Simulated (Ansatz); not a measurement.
**How the c axis length of VGe₂ (model structure, started from the Al2Cu type, I4/mcm, No. 140, 6 atoms in the cell) moves with the method**

No measured value is used here.

| level (code) | value (Å) |
|---|---|
| PBE (Ansatz) | 5.000 |
| PBEsol (Ansatz) | 4.932 |
| PBE-D3(BJ) (Ansatz) | 4.936 |

PBE, PBEsol, PBE-D3(BJ): the starting moments vanished in the run, and other orders were not tried. Ansatz's density-functional and Hartree–Fock values are scalar-relativistic unless marked +SOC, with PAW data made under PBE.

A model structure was made by putting elements into a prototype or built by hand; it is no filed structure, need not be a known phase, and can be a saddle point held by its symmetry.

Ansatz is a program for electronic structure.
